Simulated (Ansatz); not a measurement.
**MgO: band gap against strain**

MgO (rock salt, Fm-3m, 9.290 Å³/atom at rest) under an equal strain ε in the (001) plane with the normal axis free, as in a coherent film. r2SCAN in Ansatz, a plane-wave DFT program (PAW, default set), 500 eV, 13×13×13 Γ-centred mesh, Fermi-Dirac smearing 0.05 eV; ions are relaxed within the symmetry of each cell. Gaps are the smallest over the k-mesh and a band path, without spin-orbit coupling; in all rows the valence edge lies at Γ and the conduction edge at Γ.

Here s stands for strain and Eg for gap.

```csv
strain (%),gap (eV)
-3.00,?
-1.50,5.862
-1.00,5.803
-0.50,5.743
0.00,5.684
```

### Question
Using a straight line, estimate the missing Eg at s = -3.00 from the other rows, showing the fit.

### Answer
Means: s -0.75000, Eg 5.7730. About the means, the sum of products is -0.14850 and the sum of squares of s is 1.2500; the slope is their ratio. Least squares gives Eg = 5.6839 - 0.11880·s. Residuals (row less fit): -0.0001, 0.0003, -0.0003, 0.0001; standard error 0.0003 (degrees of freedom: 2). Over these rows the gap moves by -12 ± 0.03 eV per unit strain. At the withheld row, Eg = 5.6839 - 0.11880 × (-3.0) = 6.0403 eV. The calculation gives 6.036 eV, 0.0043 eV below the prediction (1.2 % of the range of Eg in the table). The row lies outside the fitted rows, so this is an extrapolation. The fitted rows scatter only by rounding.

One order more, fitted to all 7 runs of the series, follows each within 0.001, so the miss is the next term of a smooth law. Rows are the converged runs of the series near zero and its far end; series whose fitted rows scatter by over a few per cent of the range, as at a crossing or softening among them, aren't shown in this form. Most that stay on the fit to the last digits aren't either.
